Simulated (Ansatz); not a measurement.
Given:

```
BN
1.0
    2.55452     0.00000     0.00000
   -1.27726     2.21228     0.00000
    0.00000     0.00000     4.24990
B N
2 2
Direct
  0.33333   0.66667   0.00018
  0.66667   0.33333   0.50018
  0.33333   0.66667   0.37482
  0.66667   0.33333   0.87482
```

No spin polarisation.

Level of theory: PBE/PAW in Ansatz (a program for electronic structure), no spin-orbit coupling. Γ-centred 15×15×8 mesh, Fermi–Dirac width 0.05 eV.

Problem. Predict the electron mass, space group and stress.

Solution. The electron mass is 0.33 mₑ along z, 0.59 mₑ across (at K) and the space group is P6_3mc (No. 186). The stress (xx, yy, zz, yz, xz, xy; compression positive) comes out as (-0.34, -0.34, -5.91, 0.00, 0.00, 0.00) GPa.

The levels and masses belong to the bands next to the band gap. The cells carry an imposed strain or load. Effective masses come from finite differences of ±0.01 Å⁻¹. No phonon test of stability was made. The cell was made from BN in the wurtzite structure (space group P6_3mc, No. 186) by this change: uniaxial strain ε_zz = +0.60 %.
